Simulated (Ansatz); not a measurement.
**SiS2, pressure series**

Take SiS$_{2}$ (space group Ibam, No. 72; a = 5.8017 Å, b = 9.8893 Å, c = 5.5463 Å; made of chains) as the base.

Cell and atoms are relaxed at each pressure.

Computed with Ansatz (an electronic-structure program) r2SCAN, no SOC, earlier PAW set.

Candidates:
(a) pressure 30 GPa
(b) pressure 9 GPa
(c) pressure 4.2 GPa
(d) pressure 60 GPa
(e) pressure 45 GPa

Base values:

```
Property   Result
--------  -------
Band gap  3.30 eV
```

Question: Order them by band gap, lowest first.

Answer: (d) pressure 60 GPa (zero), (e) pressure 45 GPa (0.38 eV), (a) pressure 30 GPa (1.26 eV), (b) pressure 9 GPa (2.54 eV), (c) pressure 4.2 GPa (2.78 eV)

The mesh was chosen for an insulator and is coarse for the gapless case. Load acts through the strain it causes; cell and atoms are relaxed under it. Whether these cells are dynamically stable was not tested. No other phases were tried under pressure. The final runs are not spin-polarised. No dispersion term is included, though the crystal is made of layers, chains or molecules, so its spacings can come out too wide. The zero or small gap of SiS2 under pressure 60 GPa can change with the level of theory.
